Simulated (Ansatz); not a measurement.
The parent structure is Ba in the bcc (W type) structure (space group Im-3m, No. 229; a = 5.024 Å; relaxed with 0.1 eV smearing).

Method: DFT with PBE, PAW potentials and a 420 eV plane-wave cutoff in Ansatz (a quantum-chemistry and plane-wave program), spin-orbit coupling left out.

Before the change:

The pressure is 0.0 GPa.

Modification: every lattice vector is stretched by 1.00 %; the atoms relax in the strained cell.

What does the calculation give for the pressure and energy relative to the base after the change?

The pressure goes from zero to -0.2 GPa; the energy goes up by 1.5 meV/atom.

Whether these cells are dynamically stable was not tested.
